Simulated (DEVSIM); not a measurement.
Structure: Schottky contact on n-type Si, at 450 K.

```
layer (left to right)  material  thickness (μm)  Nd (cm⁻³)  τn (s)  τp (s)
---------------------  --------  --------------  ---------  ------  ------
1                            Si           0.310       3e16  6.6e-7  6.6e-7
```

Left contact: Schottky, work function 4.76 eV, emission velocity 8.1e6 cm/s. Right contact: ohmic. Voltage is applied to the left contact. Recombination: SRH at mid-gap, radiative. Mobility is constant in doping.

This is a model device: material constants are rounded textbook-type values typed into the input, and sizes, dopings and lifetimes were drawn at random. Values at 300 K; Nc and Nv go as T^1.5, mobilities as T to minus their exponent, the gap by Varshni's rule with the affinity fixed.

```
parameter               Si
----------------  --------
gap (eV)             1.124
affinity (eV)         4.05
permittivity          11.7
Nc (cm⁻³)          2.86e19
Nv (cm⁻³)           3.1e19
μn (cm²/Vs)           1417
μp (cm²/Vs)            470
T exponent of μn       2.3
T exponent of μp       2.2
B (cm³/s)          4.7e-15
Varshni α (eV/K)  0.000473
Varshni β (K)          636
```

Model (solved in DEVSIM): 1D drift-diffusion, Boltzmann statistics, complete ionisation; no tunnelling, impact ionisation, image-force lowering or self-heating. Metal contacts follow the ideal Schottky-Mott rule: no Fermi-level pinning, no interface dipoles.

Problem. Tabulate band edges, carrier densities and field at zero bias.

Solution. Energies count from the Fermi level of the right contact; mesh points crowd at the junctions.

```tsv
x (μm)	Ec (eV)	Ev (eV)	n (cm⁻³)	p (cm⁻³)	field (V/cm)
0.000	0.710	-0.371	5.9e11	4.0e15	-60000
0.005362	0.679	-0.403	1.3e12	1.8e15	-57000
0.01173	0.643	-0.438	3.3e12	7.1e14	-54000
0.01767	0.612	-0.469	7.4e12	3.1e14	-51000
0.03025	0.551	-0.530	3.5e13	6.5e13	-45000
0.04128	0.504	-0.578	1.2e14	1.9e13	-40000
0.05158	0.465	-0.617	3.3e14	7.0e12	-36000
0.07337	0.398	-0.684	1.8e15	1.3e12	-26000
0.08840	0.364	-0.718	4.4e15	5.2e11	-20000
0.1103	0.330	-0.752	1.1e16	2.2e11	-12000
0.1364	0.308	-0.774	1.9e16	1.2e11	-5800
0.1672	0.296	-0.785	2.5e16	9.2e10	-2200
0.1942	0.292	-0.789	2.8e16	8.3e10	-890
0.2170	0.291	-0.790	2.9e16	8.0e10	-410
0.2397	0.290	-0.791	3.0e16	7.9e10	-190
0.2553	0.290	-0.791	3.0e16	7.8e10	-110
0.2684	0.290	-0.791	3.0e16	7.8e10	-74
0.2795	0.290	-0.792	3.0e16	7.8e10	-53
0.2905	0.290	-0.792	3.0e16	7.8e10	-41
0.2981	0.290	-0.792	3.0e16	7.8e10	-36
0.3045	0.290	-0.792	3.0e16	7.7e10	-34
0.3100	0.290	-0.792	3.0e16	7.7e10	-33
```
